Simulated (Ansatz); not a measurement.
A user runs Ansatz (a program for electronic structure) on K3Pb2F7 (I4/mmm, 12 atoms in the cell) and asks whether the run is sound. The aim is a self-consistent single point with DFT, revPBE, plane waves, default PAW files made with PBE.

Cell that was meant: a = 12.2922 Å, b = 12.2922 Å, c = 12.2922 Å, α = 158.71°, β = 158.71°, γ = 30.29°.

Part of the input:

```yaml
crystal:
  lattice:
    - [-1.20154900, 1.20154900, 6.27886500]
    - [1.20154900, -1.20154900, 6.27886500]
    - [1.20154900, 1.20154900, -6.27886500]
  atoms:
    - { symbol: K, position: [0.50000000, 0.50000000, 0.00000000] }
    - { symbol: K, position: [0.31520000, 0.31520000, 0.00000000] }
```

The program printed (abridged):

```
WARN basis.ecutwfc = 420 eV, the default
WARN ansatz: RAYON_NUM_THREADS=1 ignored (pool sized by the plan → 1); use --threads N
   [... lines left out ...]
PAW frozen core: F, regenerated for the run's functional, and the local potential with it
Initial density: superposition of atomic densities (neutral atoms: chi_scale 0, normalization atom), corrected by the library's trained network
Initial wavefunctions: pseudopotential atomic-orbital guess
Eigensolver: davidson
Functional: x = revpbe(κ = 1.245, μ = 0.2195149727645171), c = pbe(β = 0.06672455060314922)
SCF iter   1: F=—  HF=-33620.183444 eV  |F-HF|=—  |Δ(HF+E_count)|=         —  Δρ=1.33e0  dr2=7.54e2  ethr=1.77e-3  ⟨swp⟩=39.4  Hψ=21091  notcnv=0  defer=33
all-band conjugate gradients solve this SCF's bands
preconditioner: auto → LDOS
SCF iter   2: F=—  HF=-33524.676996 eV  |F-HF|=—  |Δ(HF+E_count)|=    9.55e1  S|Δr|=    0.00e0  Δρ=7.22e-1  dr2=2.68e2  ethr=1.77e-3  ⟨swp⟩=31.5  Hψ=21223  notcnv=0  defer=100
   [... lines left out ...]
SCF iter   9: F=—  HF=-33457.549311 eV  |F-HF|=—  |Δ(HF+E_count)|=   4.35e-6  S|Δr|=    0.00e0  Δρ=1.68e-4  dr2=6.00e-6  ethr=2.90e-7  ⟨swp⟩=12.9  Hψ=6506  notcnv=1  defer=58
SCF iter  10: F=—  HF=-33457.549680 eV  |F-HF|=—  |Δ(HF+E_count)|=   3.69e-4  S|Δr|=    0.00e0  Δρ=6.71e-5  dr2=7.80e-7  ethr=5.77e-9  ⟨swp⟩=21.1  Hψ=10506  notcnv=10  defer=58
SCF iter  11: F=-33457.549682 eV  HF=-33457.549682 eV  |F-HF|=5.34e-8  |Δ(HF+E_count)|=   1.73e-6  S|Δr|=    0.00e0  Δρ=1.68e-5  dr2=6.14e-8  ethr=9.62e-11  ⟨swp⟩=97.7  Hψ=43511  notcnv=0
SCF 1 converged in 11 iterations: F = -33457.549682 eV  dr2 = 6.14e-8
Stability not checked (fill_not_monotonic)
Free energy (F): -33457.549682 eV
Internal energy: -33457.538203 eV  (E = F + TS)
E sigma→0 (E₀):  -33457.545856 eV
Entropy (-TS):   -0.011479 eV (-0.957 meV/atom)
Fermi energy:    61.940362 eV
--- Forces (eV/Å), atoms counted from 1 ---
  atom   1  K     -0.00000000     0.00000000    -0.00000000
  atom   2  K      0.00000000     0.00000000   -36.77499625
  atom   3  K      0.00000000     0.00000000    36.77499625
   [... lines left out ...]
  atom  12  F      0.00000000     0.00000000  -129.35769855
--- Stress (GPa, compression-positive) ---
     5198.413560      -0.000000      -0.000000
       -0.000000    5198.413560       0.000000
       -0.000000       0.000000    5111.235755
  P = ⅓ Tr σ = 5169.3543 GPa (51693.543 kbar)
  The stress holds the Pulay correction. Without it, at fixed plane waves, as pw.x and ABINIT print it: P = 5132.3592 GPa
```

Q: Is anything amiss in this input, and did it matter?

A: The run is not sound. The fault is this: lattice multiplied by the bohr radius once too often. 1 bohr is 0.529 Å, so a mix-up scales every length by 1.89 or 0.529 and the volume by 6.75 or 0.148. To fix it, give the lengths in the unit that the key or card expects. The run converged in 11 iterations without an error; against the sound input the free energy goes up by 56.5 eV/atom, the pressure goes from 9.64 to 5169 GPa, the largest force goes from 1.763 to 129.4 eV/Å and no clean gap remains on the mesh (levels overlap or are partly filled), against 2.31 eV before.

An input that runs soundly differs in these lines (not the only fix; some lines may just follow from the change or write a value another way):
```diff
-    - [-1.20154900, 1.20154900, 6.27886500]
-    - [1.20154900, -1.20154900, 6.27886500]
-    - [1.20154900, 1.20154900, -6.27886500]
+    - [-2.27059900, 2.27059900, 11.86533500]
+    - [2.27059900, -2.27059900, 11.86533500]
+    - [2.27059900, 2.27059900, -11.86533500]
```

With that input, the run converged in 8 iterations: free energy E − TS (on the zero of these files) -34135.2431 eV; top of the valence band (on the code's own zero) 5.65 eV; gap on the k-point mesh 2.31 eV; pressure 9.64 GPa; largest force (vector length) 1.763 eV/Å (DFT, revPBE, plane waves, default PAW files made with PBE).

On the sound input: the starting cell was generated: these elements placed on a structure prototype, without a prior relaxation; it need not be a known phase or ordering of this composition. Spin-orbit coupling is off. With a pressure of about 10 GPa the cell is away from its equilibrium volume at this level. Forces in this geometry exceed 1 eV/Å. Ansatz's pressure includes its estimate of the finite-basis (Pulay) stress.

Keys are those of Ansatz 0.2.
